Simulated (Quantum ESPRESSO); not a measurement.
A self-consistent single point of KCl (Fm-3m, 2 atoms in the cell) with Quantum ESPRESSO.

Computed with revPBE, GBRV 1.5 ultrasoft (PBE) pseudopotentials (plane waves; Quantum ESPRESSO).

```
CELL_PARAMETERS angstrom
     -3.16229     0.00000     3.16229
      0.00000     3.16229     3.16229
     -3.16229     3.16229     0.00000
ATOMIC_POSITIONS crystal
  K  0.00000 0.00000 0.00000
  Cl 0.50000 0.50000 0.50000
```

Reference input (self-consistent single point, DFT, revPBE, plane waves, GBRV 1.5 ultrasoft (PBE) pseudopotentials): ecutwfc = 40 Ry; ecutrho = 200 Ry; occupations = smearing; smearing = gauss; degauss = 0.000734986 Ry; input_dft = revpbe; potentials = {K: k_pbe_v1.4.uspp.F.UPF, Cl: cl_pbe_v1.4.uspp.F.UPF}; K_POINTS = automatic 9 9 9 0 0 0; conv_thr = 1e-08 Ry; mixing_beta = 0.5. This run's input differs from it in these lines:

```diff
@@ -32,3 +32,3 @@
 K_POINTS {automatic}
-9 9 9  0 0 0
+3 3 3  0 0 0
```

Log, with long lists cut:

```
     Self-consistent Calculation

     iteration #  1     ecut=    40.00 Ry     beta= 0.50

---- Real-time Memory Report at c_bands before calling an iterative solver
           111 MiB given to the printing process from OS
            23 MiB allocation reported by mallinfo(arena+hblkhd)
------------------

     Threshold (ethr) on eigenvalues was too large:
     Diagonalizing with lowered threshold

---- Real-time Memory Report at c_bands before calling an iterative solver
           114 MiB given to the printing process from OS
            28 MiB allocation reported by mallinfo(arena+hblkhd)
------------------

   [... lines left out ...]
           119 MiB given to the printing process from OS
            35 MiB allocation reported by mallinfo(arena+hblkhd)
------------------

     negative rho (up, down):  1.384E-02 0.000E+00

     total energy              =     -90.63677241 Ry
     estimated scf accuracy    <       0.00000001 Ry

     iteration # 10     ecut=    40.00 Ry     beta= 0.50

---- Real-time Memory Report at c_bands before calling an iterative solver
           119 MiB given to the printing process from OS
            36 MiB allocation reported by mallinfo(arena+hblkhd)
------------------

     negative rho (up, down):  1.384E-02 0.000E+00
     End of self-consistent calculation

     the Fermi energy is     2.1989 ev

!    total energy              =     -90.63677247 Ry
     estimated scf accuracy    <          8.5E-09 Ry
     smearing contrib. (-TS)   =      -0.00000000 Ry
     internal energy E=F+TS    =     -90.63677247 Ry

     convergence has been achieved in  10 iterations

     negative rho (up, down):  1.384E-02 0.000E+00

     Forces acting on atoms (cartesian axes, Ry/au):

     atom    1 type  1   force =     0.00000000    0.00000000    0.00000000
     atom    2 type  2   force =     0.00000000    0.00000000    0.00000000

     Total force =     0.000000     Total SCF correction =     0.000000

     negative rho (up, down):  1.384E-02 0.000E+00
          total   stress  (Ry/bohr**3)                   (kbar)     P=       11.03
   0.00007498   0.00000000  -0.00000000           11.03        0.00       -0.00
   0.00000000   0.00007498   0.00000000            0.00       11.03        0.00
  -0.00000000   0.00000000   0.00007498           -0.00        0.00       11.03

   JOB DONE.
```

The run converged in 10 iterations. Against the reference run the free energy goes up by 1.2 meV/atom, the pressure moves little (1.09 to 1.10 GPa) and the gap on the mesh moves little (5.450 to 5.448 eV).

The starting cell comes from a database of computed structures (which also holds hypothetical and non-ambient phases and stackings), without a prior relaxation at this level. Its lattice was rescaled by a random factor within 2.5 % of one.
